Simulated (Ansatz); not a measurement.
Defect: interstitial O in corundum, neutral cell. Calculation: PBE, PAW (plane waves to 420 eV; Ansatz, a quantum-chemistry and plane-wave program).

Cell of 120 host sites held at the relaxed PBE lattice; the Γ point alone; Fermi-Dirac width 0.01 eV, spin-restricted; finite-size errors left in. No zero-point or tunnelling terms. The charge state is imposed; whether it is stable for some Fermi level was not computed. Sites that were not tried may lie lower. The start lies 0.18 eV above the lowest site run (PBE).

Barriers: single points on a 2×2×2 k-point mesh shifted by half a step along c at the bands' geometries.

Relaxed starting cell (atoms counted from 1):

```xyz
121
Lattice="9.6175 0.0000 0.0000 -4.8088 8.3290 0.0000 0.0000 0.0000 13.1251" Properties=species:S:1:pos:R:3 pbc="T T T"
Al     0.0154     0.0079     4.6231
Al    -2.3887     4.1625     4.6212
Al     4.8300     0.0021     4.6309
Al     2.4214     4.1711     4.6223
Al     2.4146     1.3971     2.4481
Al     0.0089     5.5630     2.4520
Al     7.2236     1.3972     2.4395
Al     4.8231     5.5582     2.4406
Al     0.0156     2.7845     4.1257
Al    -2.3904     6.9454     4.1273
Al     4.8232     2.7795     4.1241
Al     2.4181     6.9485     4.1369
Al     2.4307     1.3954     6.3071
Al     0.0218     5.5589     6.3117
Al     7.2352     1.3870     6.3287
Al     4.8194     5.5460     6.2725
O      3.3491     0.0086     3.2894
O      0.9425     4.1714     3.2832
O      8.1555     0.0098     3.2824
O      5.7571     4.1664     3.2781
O      0.7455     1.2833     3.2865
O     -1.6558     5.4443     3.2865
O      5.5594     1.2804     3.2849
O      3.1537     5.4481     3.2816
O      1.4928     2.7847     5.4610
O     -0.9152     6.9428     5.4712
O      6.3053     2.7717     5.4705
O      3.8912     6.9489     5.4541
O     -0.7218     4.0568     5.4648
O     -3.1226     8.2237     5.4647
O      4.1059     4.0361     5.4335
O      1.6883     8.2183     5.4820
O     -0.7176     1.5061     5.4721
O     -3.1225     5.6642     5.4548
O      4.0947     1.5005     5.4689
O      1.6724     5.6741     5.4506
O     -1.6529     2.8940     3.2820
O     -4.0597     7.0615     3.2837
O      3.1525     2.8947     3.2810
O      0.7491     7.0661     3.2875
Al     2.4661     1.4293     8.9994
Al    -0.0325     5.5505     8.9908
Al     7.2308     1.3742     9.0224
Al     4.8241     5.4882     8.9378
Al     0.0095     2.7946     6.7906
Al    -2.3871     6.9407     6.8008
Al     4.8347     2.7678     6.8022
Al     2.4358     6.9298     6.8251
Al     0.1023     0.0777     8.4381
Al    -2.3866     4.1493     8.5062
Al     4.8240    -0.0019     8.5124
Al     2.3945     4.1606     8.4906
Al     0.0048     2.8123    10.6881
Al    -2.4078     6.9553    10.6880
Al     4.8228     2.7926    10.6976
Al     2.1733     6.9162    10.8133
O      0.9762     1.4304     7.6301
O     -1.4633     5.5528     7.6536
O      5.7657     1.3801     7.6629
O      3.3408     5.4463     7.5170
O      3.1682     2.6616     7.6524
O      0.7620     6.8249     7.6711
O      7.9703     2.6598     7.6568
O      5.5517     6.8254     7.6080
O      1.6014     0.0957     9.8769
O     -0.9441     4.1642     9.8423
O      6.2350     0.0311     9.8878
O      3.8800     4.1355     9.8311
O     -0.7137     1.3066     9.8572
O     -3.1281     5.4266     9.8351
O      4.0931     1.3013     9.8540
O      1.5428     5.3703     9.8994
O      1.6742     2.8927     9.8436
O     -0.7401     7.0626     9.8508
O      6.4848     2.8850     9.8497
O      3.3646     6.6052     9.5711
O      3.1646     0.1155     7.6473
O      0.7356     4.2793     7.6442
O      7.9971     0.1143     7.6725
O      5.5752     4.2643     7.6444
Al     0.0057     2.7931     0.2595
Al    -2.4048     6.9568     0.2599
Al     4.8174     2.7940     0.2562
Al     2.4129     6.9430     0.3008
Al     0.0342     0.0924    11.2681
Al    -2.4041     4.1753    11.1828
Al     4.7592     0.0568    11.1954
Al     2.4002     4.1603    11.1862
Al     2.4220     1.4115    12.9077
Al    -0.0252     5.5519    12.9060
Al     7.2144     1.3978    12.8808
Al     4.8045     5.5711    12.8835
Al     0.0107     0.0128     1.9529
Al    -2.3997     4.1741     1.9458
Al     4.8129     0.0088     1.9511
Al     2.4132     4.1725     1.9498
O     -1.4728     2.7857    12.0382
O     -3.8637     6.9759    12.0723
O      3.3409     2.7895    12.0432
O      0.8660     6.9758    12.0889
O      0.7294     4.0618    12.0540
O     -1.6675     8.2364    12.0650
O      5.5427     4.0750    12.0312
O      3.1336     8.2074    12.0139
O      3.8881     1.4033     1.1072
O      1.4694     5.5627     1.1144
O      8.6926     1.3921     1.0917
O      6.2855     5.5617     1.1029
O      1.6757     2.6775     1.1089
O     -0.7416     6.8334     1.1158
O      6.4855     2.6733     1.0987
O      4.0813     6.8417     1.1051
O      1.6765     0.1305     1.1123
O     -0.7354     4.2858     1.1038
O      6.4845     0.1226     1.1013
O      4.0799     4.2909     1.1007
O      0.7531     1.5466    12.0692
O     -1.6741     5.6759    12.0363
O      5.5434     1.5242    12.0511
O      3.1044     5.6695    12.0682
O     -4.9912     7.2415     9.8497
```

End state 1 differs by these moves (Å; atoms that move under 0.08 Å are left out):

```csv
atom,element,Δx,Δy,Δz
44,Al,0.07,-0.02,0.04
49,Al,-0.12,-0.01,0.00
56,Al,0.12,0.05,-0.09
60,O,0.01,0.05,0.08
64,O,-0.01,0.01,0.08
65,O,-0.13,-0.09,-0.02
70,O,0.08,-0.02,0.00
72,O,0.11,0.06,-0.03
76,O,0.18,0.63,-0.21
79,O,-0.06,0.07,-0.11
85,Al,0.04,-0.08,-0.01
98,O,0.06,-0.02,0.06
121,O,-0.12,-0.56,0.48
```

Q: What is the computed forward and backward barriers to end state 1 (PBE, PAW)?

A: forward 0.18 eV, backward 0.36 eV; at the saddle point atom 121 has neighbours Al at 1.87, Al at 1.92, Al at 2.01; O at 1.43 Å. The saddle point's order was not checked.
